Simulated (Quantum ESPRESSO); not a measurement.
Input and output of a self-consistent single point for Mg2Pd (I4/mmm, 3 atoms in the cell) (Quantum ESPRESSO).

Computed with LDA (PZ), GBRV 1.5 ultrasoft (LDA) pseudopotentials (plane waves; Quantum ESPRESSO 7.5).

The change in words: lattice scaled by 0.98. Reference geometry:
```
Mg2Pd
1.0
    1.60804    -1.60804     5.00282
    1.60804     1.60804     5.00282
   -1.60804    -1.60804     5.00282
Mg Pd
2 1
Cartesian
  0.00000   0.00000   6.47585
  0.00000   0.00000   3.52979
  0.00000   0.00000   0.00000
```

Reference input (self-consistent single point, DFT, LDA (PZ), plane waves, GBRV 1.5 ultrasoft (LDA) pseudopotentials): ecutwfc = 40 Ry; ecutrho = 320 Ry; occupations = smearing; smearing = fermi-dirac; degauss = 0.0073499 Ry; potentials = {Mg: mg_lda_v1.4.uspp.F.UPF, Pd: pd_lda_v1.4.uspp.F.UPF}; K_POINTS = automatic 12 12 12 0 0 0; conv_thr = 1e-10 Ry. This run's input differs from it in these lines:

```diff
@@ -10,4 +10,4 @@
   ibrav = 7
-  A = 3.216074000
-  C = 10.005636000
+  A = 3.151752000
+  C = 9.805524000
   nat = 3
```

Output, abridged:

```
     Self-consistent Calculation

     iteration #  1     ecut=    40.00 Ry     beta= 0.70

     negative rho (up, down):  7.099E-02 0.000E+00

     total energy              =    -446.50332837 Ry
     estimated scf accuracy    <       4.04670080 Ry

     iteration #  2     ecut=    40.00 Ry     beta= 0.70

     negative rho (up, down):  7.409E-02 0.000E+00

     total energy              =    -448.16104311 Ry
     estimated scf accuracy    <       9.02651937 Ry

     iteration #  3     ecut=    40.00 Ry     beta= 0.70

     negative rho (up, down):  7.424E-02 0.000E+00

     total energy              =    -448.95146664 Ry
     estimated scf accuracy    <       0.54015390 Ry

   [... 7 blocks of this kind left out ...]

     iteration # 11     ecut=    40.00 Ry     beta= 0.70

     negative rho (up, down):  7.398E-02 0.000E+00

     total energy              =    -449.03872682 Ry
     estimated scf accuracy    <          4.9E-10 Ry

     iteration # 12     ecut=    40.00 Ry     beta= 0.70

     negative rho (up, down):  7.398E-02 0.000E+00
     End of self-consistent calculation

     Number of k-points >= 100: set verbosity='high' to print the bands.

     the Fermi energy is    11.0021 ev

!    total energy              =    -449.03872682 Ry
     estimated scf accuracy    <          1.1E-13 Ry
     smearing contrib. (-TS)   =      -0.00219609 Ry
     internal energy E=F+TS    =    -449.03653073 Ry

     convergence has been achieved in  12 iterations

     negative rho (up, down):  7.398E-02 0.000E+00

     Forces acting on atoms (cartesian axes, Ry/au):

     atom    1 type  1   force =     0.00000000    0.00000000    0.00361973
     atom    2 type  1   force =    -0.00000000    0.00000000   -0.00361973
     atom    3 type  2   force =    -0.00000000    0.00000000    0.00000000

     Total force =     0.005119     Total SCF correction =     0.000003

     negative rho (up, down):  7.398E-02 0.000E+00
          total   stress  (Ry/bohr**3)                   (kbar)     P=       33.84
   0.00024267   0.00000000   0.00000000           35.70        0.00        0.00
  -0.00000000   0.00024267   0.00000000           -0.00       35.70        0.00
   0.00000000  -0.00000000   0.00020478            0.00       -0.00       30.12

   JOB DONE.
```

The run converged in 12 iterations. Against the reference run the free energy goes up by 3.7 meV/atom, the pressure goes from -1.97 to 3.38 GPa and the largest force goes from 0.140 to 0.093 eV/Å.

The starting cell comes from a database of computed structures (which also holds hypothetical and non-ambient phases and stackings), without a prior relaxation at this level. Its lattice was rescaled by a random factor within 2.5 % of one. For this run, on top of that: lattice scaled by 0.98. Spin polarisation is off. With a pressure of about 3 GPa the cell is away from its equilibrium volume at this level.

Cost on one core of a shared machine: roughly 6 min.
